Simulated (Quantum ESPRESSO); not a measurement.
A self-consistent single point of Zr4CuNi (I422, 6 atoms in the cell) with Quantum ESPRESSO.

Method: PBEsol, SSSP 1.1.2 efficiency (PBE) pseudopotentials (plane waves; Quantum ESPRESSO 7.5).

The change in words: lattice scaled by 0.98. Reference geometry:
```
Zr4CuNi
1.0
   -3.29512     3.29512     2.60385
    3.29512    -3.29512     2.60385
    3.29512     3.29512    -2.60385
Zr Cu Ni
4 1 1
Cartesian
  4.35739   1.06228   1.30192
 -1.06228   4.35739   1.30192
  2.23284  -1.06228   1.30192
  1.06228   2.23284   1.30192
  0.00000   0.00000   2.60385
  0.00000   0.00000   0.00000
```

Reference input (self-consistent single point, DFT, PBEsol, plane waves, SSSP 1.1.2 efficiency (PBE) pseudopotentials): ecutwfc = 50 Ry; ecutrho = 400 Ry; occupations = smearing; smearing = gaussian; degauss = 0.0099958 Ry; input_dft = pbesol; potentials = {Zr: Zr_pbe_v1.uspp.F.UPF, Cu: Cu_pbe_v1.2.uspp.F.UPF, Ni: ni_pbe_v1.4.uspp.F.UPF}; K_POINTS = automatic 5 5 5 0 0 0; conv_thr = 1e-11 Ry; mixing_beta = 0.7. This run's input differs from it in these lines:

```diff
@@ -10,3 +10,3 @@
    ibrav = 0
-   celldm(1) = 10.08759356
+   celldm(1) = 9.88584230
    nat = 6
@@ -29,7 +29,7 @@
 ATOMIC_POSITIONS bohr
-Zr    8.23428160    2.00741671    2.46027696
-Zr   -2.00741671    8.23428160    2.46027696
-Zr    4.21944819   -2.00741671    2.46027696
-Zr    2.00741671    4.21944819    2.46027696
-Cu    0.00000000    0.00000000    4.92055392
+Zr    8.06959672    1.96726855    2.41107133
+Zr   -1.96726855    8.06959672    2.41107133
+Zr    4.13505961   -1.96726855    2.41107133
+Zr    1.96726855    4.13505961    2.41107133
+Cu    0.00000000    0.00000000    4.82214265
 Ni    0.00000000    0.00000000    0.00000000
@@ -38,5 +38,5 @@
 CELL_PARAMETERS alat
-  -0.61727952     0.61727952     0.48778273
-   0.61727952    -0.61727952     0.48778273
-   0.61727952     0.61727952    -0.48778273
+  -0.61727954     0.61727954     0.48778268
+   0.61727954    -0.61727954     0.48778268
+   0.61727954     0.61727954    -0.48778268
```

Output (repeated stretches shortened):

```
     Self-consistent Calculation

     iteration #  1     ecut=    50.00 Ry     beta= 0.70

     negative rho (up, down):  2.417E-01 0.000E+00

     total energy              =   -1130.88257854 Ry
     estimated scf accuracy    <      15.94016077 Ry

     iteration #  2     ecut=    50.00 Ry     beta= 0.70

     negative rho (up, down):  2.432E-01 0.000E+00

     total energy              =   -1138.71705354 Ry
     estimated scf accuracy    <      65.37667260 Ry

     iteration #  3     ecut=    50.00 Ry     beta= 0.70

     negative rho (up, down):  2.452E-01 0.000E+00

     total energy              =   -1142.24100626 Ry
     estimated scf accuracy    <       8.94020890 Ry

   [... 13 blocks of this kind left out ...]

     iteration # 17     ecut=    50.00 Ry     beta= 0.70

     negative rho (up, down):  2.458E-01 0.000E+00

     total energy              =   -1142.42723328 Ry
     estimated scf accuracy    <          1.1E-11 Ry

     iteration # 18     ecut=    50.00 Ry     beta= 0.70

     negative rho (up, down):  2.458E-01 0.000E+00
     End of self-consistent calculation

     the Fermi energy is    15.9165 ev

!    total energy              =   -1142.42723328 Ry
     estimated scf accuracy    <          2.7E-13 Ry
     smearing contrib. (-TS)   =      -0.00295774 Ry
     internal energy E=F+TS    =   -1142.42427554 Ry

     convergence has been achieved in  18 iterations

     negative rho (up, down):  2.458E-01 0.000E+00

     Forces acting on atoms (cartesian axes, Ry/au):

     atom    1 type  1   force =    -0.00081299   -0.00081299    0.00000000
     atom    2 type  1   force =     0.00081299   -0.00081299   -0.00000000
     atom    3 type  1   force =     0.00081299    0.00081299   -0.00000000
     atom    4 type  1   force =    -0.00081299    0.00081299   -0.00000000
     atom    5 type  2   force =    -0.00000000   -0.00000000    0.00000000
   [... lines left out ...]
     Total force =     0.002299     Total SCF correction =     0.000001
   [... lines left out ...]

     negative rho (up, down):  2.458E-01 0.000E+00
          total   stress  (Ry/bohr**3)                   (kbar)     P=       19.98
   0.00014967   0.00000000   0.00000000           22.02        0.00        0.00
   0.00000000   0.00014967   0.00000000            0.00       22.02        0.00
   0.00000000   0.00000000   0.00010804            0.00        0.00       15.89

   JOB DONE.
```

The run converged in 18 iterations. Against the reference run the free energy drops by 11.3 meV/atom, the pressure goes from -5.24 to 2.00 GPa and the largest force goes from 0.045 to 0.030 eV/Å.

The starting cell comes from a database of computed structures (which also holds hypothetical and non-ambient phases and stackings), without a prior relaxation at this level. For this run, on top of that: lattice scaled by 0.98. Spin polarisation is off.

Cost on one core of a shared machine: roughly 2 min.
